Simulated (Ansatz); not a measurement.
The structure below was relaxed with r2SCAN/PAW in Ansatz (a quantum-chemistry and plane-wave program), no SOC, earlier PAW set.

Space group C2/m (No. 12); a = 13.073 Å, b = 5.275 Å, c = 10.401 Å, α = γ = 90.00°, β = 115.31°

```csv
atom,site,symmetry,x,y,z
Ti,4i,m,0.1164,0.5000,0.3309
Ti,4i,m,0.4025,0.0000,0.0419
Te,4i,m,0.4173,0.0000,0.3152
O,4i,m,0.0696,0.5000,0.1330
Te,4i,m,0.1631,0.0000,0.4329
Te,4i,m,0.3324,0.5000,0.0104
```

Task: Write out a cell with all atoms.

Result: 
```xyz
24
Lattice="13.0735 0.0000 0.0000 0.0000 5.2747 0.0000 -4.4462 0.0000 9.4027" Properties=species:S:1:pos:R:3 pbc="T T T"
Ti     8.5766     2.6374     6.2918
Ti    11.6124     2.6374     0.3939
Ti     0.0507     2.6374     3.1109
Ti    -2.9852     2.6374     9.0089
Te    -1.9635     2.6374     6.4391
O      6.8556     0.0000     1.2509
Te     8.4199     0.0000     5.3319
Te    10.8355     0.0000     0.0981
Te    10.5907     2.6374     2.9636
O      1.7717     0.0000     8.1519
Te     0.2074     0.0000     4.0708
Te    -2.2083     0.0000     9.3046
Ti     2.0398     0.0000     6.2918
Ti     5.0757     0.0000     0.3939
Ti     6.5874     0.0000     3.1109
Ti     3.5516     0.0000     9.0089
Te     4.5733     0.0000     6.4391
O      0.3188     2.6374     1.2509
Te     1.8831     2.6374     5.3319
Te     4.2988     2.6374     0.0981
Te     4.0539     0.0000     2.9636
O      8.3084     2.6374     8.1519
Te     6.7441     2.6374     4.0708
Te     4.3285     2.6374     9.3046
```
This is the conventional cell.

Each cell is one ordered arrangement of few atoms, which overstates ordering effects compared with a random alloy. No phonon test of stability was made. The final runs are not spin-polarised. The cell was made from TiO2 by this change: x(Te) = 0.75, 12 atoms, C2/m.
